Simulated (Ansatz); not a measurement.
Consider ZnS in the zinc blende structure (space group F-43m, No. 216; a = 5.389 Å). Axes: x, y, z lie along the cube axes.

Calculations: Kohn–Sham DFT with the r2SCAN functional, run in Ansatz (a quantum-chemistry and plane-wave program) with PAW and 500 eV plane waves, no spin-orbit coupling.

Strains are applied to the cell and any free atomic positions relax; under biaxial strain the out-of-plane vector relaxes too.

One change was made to it. Results:

| quantity | base | after |
|---|---|---|
| valley order (the lowest conduction-band minima on the path, energy above the VBM, named in the base's zone) | Γ 2.70 eV; X along ⟨100⟩ 3.71 eV; L along ⟨111⟩ 3.82 eV | Γ 2.71 eV; X along [010] 3.66 eV; X along [001] 3.72 eV; L along [111] 3.82 eV |
| shortest interatomic distance | 2.334 Å | 2.330 Å |

### Question
Name the change that was made.
(A) biaxial strain −3.00 %, plane normal [001], relaxed out of plane
(B) biaxial strain −2.50 %, plane normal [001], relaxed out of plane
(C) biaxial strain −0.50 %, plane normal [001], relaxed out of plane

### Answer
C, biaxial strain −0.50 %, plane normal [001], relaxed out of plane. For comparison, the valley order in the other runs: biaxial strain −3.00 %, plane normal [001], relaxed out of plane gives Γ 2.72 eV; X along [010] 3.45 eV; L along [111] 3.71 eV; X along [001] 3.83 eV; biaxial strain −2.50 %, plane normal [001], relaxed out of plane gives Γ 2.72 eV; X along [010] 3.49 eV; L along [111] 3.74 eV; X along [001] 3.81 eV.

The levels and masses belong to the bands next to the band gap. Whether these cells are dynamically stable was not tested.
